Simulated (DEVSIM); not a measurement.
Device: Schottky contact on p-type GaP, at 500 K.

| layer (left to right) | material | thickness (μm) | Na (cm⁻³) | τn (s) | τp (s) |
|---|---|---|---|---|---|
| 1 | GaP | 4.60 | 1.6e16 | 2.9e-7 | 2.9e-7 |
| 2 | GaP | 7.00 | 1.3e18 | 2.9e-7 | 2.9e-7 |

Left contact: Schottky, work function 5.16 eV, emission velocity 2e6 cm/s. Right contact: ohmic. Voltage is applied to the left contact. Recombination: SRH at mid-gap. Mobility is μmin + (μ − μmin)/(1 + (N/Nref)^α).

Constants are typed, rounded textbook-type inputs, not results; the design itself was drawn at random and stands for no fabricated device. Values at 300 K; Nc and Nv go as T^1.5, mobilities as T to minus their exponent, the gap by Varshni's rule with the affinity fixed.

```
parameter             GaP
----------------  -------
gap (eV)             2.26
affinity (eV)         3.8
permittivity         11.1
Nc (cm⁻³)          1.8e19
Nv (cm⁻³)          1.9e19
μn (cm²/Vs)           250
μp (cm²/Vs)           150
μn,min                 10
μp,min                 10
Nref,n             4.4e18
Nref,p               1e18
αn                    0.8
αp                   0.85
T exponent of μn      1.6
T exponent of μp     1.98
Varshni α (eV/K)  0.00058
Varshni β (K)         372
```

Model (solved in DEVSIM): 1D drift-diffusion, Boltzmann statistics, complete ionisation; no tunnelling, impact ionisation, image-force lowering or self-heating. Metal contacts follow the ideal Schottky-Mott rule: no Fermi-level pinning, no interface dipoles.

Question: Tabulate band edges, carrier densities and field at -1.15 V on the left contact.

Answer: Energies count from the Fermi level of the right contact; mesh points crowd at the junctions.

```csv
x (μm),Ec (eV),Ev (eV),n (cm⁻³),p (cm⁻³),field (V/cm)
0.000,2.510,0.339,750000,6.9e14,15000
0.03240,2.547,0.376,310000,4.6e15,8000
0.1028,2.571,0.399,150000,1.3e16,330
0.2725,2.550,0.379,130000,1.6e16,-1600
0.8588,2.455,0.284,130000,1.6e16,-1600
1.956,2.277,0.106,130000,1.6e16,-1600
3.454,2.034,-0.137,2200000,1.6e16,-1600
4.231,1.908,-0.263,3.8e7,1.6e16,-1600
4.456,1.875,-0.296,8.2e7,1.7e16,-830
4.549,1.889,-0.283,6.0e7,3.1e16,6600
4.592,1.965,-0.207,1.0e7,1.9e17,43000
4.630,2.048,-0.124,1500000,1.3e18,87
4.703,2.047,-0.124,1500000,1.3e18,-36
4.862,2.047,-0.125,1400000,1.3e18,-36
5.467,2.045,-0.127,1300000,1.3e18,-36
6.581,2.041,-0.131,1100000,1.3e18,-36
8.971,2.032,-0.139,620000,1.3e18,-36
10.45,2.027,-0.144,290000,1.3e18,-36
11.24,2.024,-0.147,91000,1.3e18,-36
11.46,2.023,-0.148,37000,1.3e18,-36
11.55,2.023,-0.148,12000,1.3e18,-36
11.60,2.023,-0.149,< 1e2,1.3e18,-36
```
